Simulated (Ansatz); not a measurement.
Base system: HfN in the rock salt structure (space group Fm-3m, No. 225; relaxed with 0.1 eV smearing).

```
CELL_PARAMETERS angstrom
      0.00000     2.23415     2.23415
      2.23415     0.00000     2.23415
      2.23415     2.23415     0.00000
ATOMIC_POSITIONS crystal
  Hf 0.00000 0.00000 0.00000
  N  0.50000 0.50000 0.50000
```

Calculations: LDA, PAW, 420 eV (Ansatz, an electronic-structure program; spin-orbit coupling left out).

Strains are applied to the cell and any free atomic positions relax.

One change was made to it. Results:

The energy increases by 2.4 meV/atom; the pressure goes from zero to 4.7 GPa.

Question: Which of these changes matches the shifts?
(A) isotropic strain −2.00 %
(B) isotropic strain +1.50 %
(C) isotropic strain +1.00 %
(D) isotropic strain −0.50 %

Answer: D, isotropic strain −0.50 %. For comparison, the energy relative to the base in the other runs: isotropic strain −2.00 % gives +40 meV/atom; isotropic strain +1.00 % gives +9.1 meV/atom; isotropic strain +1.50 % gives +20 meV/atom.

Whether these cells are dynamically stable was not tested. The final runs are not spin-polarised. An odd electron count without spin: HfN.
